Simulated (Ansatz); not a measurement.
Consider the following.

```
CELL_PARAMETERS angstrom
      3.26345     0.00000     0.00000
      1.63173     2.82623     0.00000
      0.00000     0.00000    12.36065
ATOMIC_POSITIONS crystal
  W  0.33333 0.33333 0.25000
  W  0.66667 0.66667 0.75000
  Se 0.33333 0.33333 0.61503
  Se 0.66667 0.66667 0.11503
  Se 0.66667 0.66667 0.38497
  Se 0.33333 0.33333 0.88497
```

No spin polarisation.

Calculations: PBEsol-D3(BJ)/PAW in Ansatz (a first-principles code), no spin-orbit coupling. Settings: 12×12×3 k-points, 0.05 eV Fermi–Dirac smearing.

Q: Predict the smallest direct gap and gap character.

A: 
* **Smallest direct gap**: 1.54 eV
* **Gap character**: indirect, Γ → K–Γ (47 % along)

With W present, leaving out spin-orbit coupling can change the band edges. The cells carry an imposed strain or load. Whether these cells are dynamically stable was not tested. The cell was made from WSe2 in the 2H-MoS2 type structure (space group P6_3/mmc, No. 194; layered, stacked along the Cartesian z axis) by this change: biaxial strain +1.02 %, plane normal [001], relaxed out of plane.
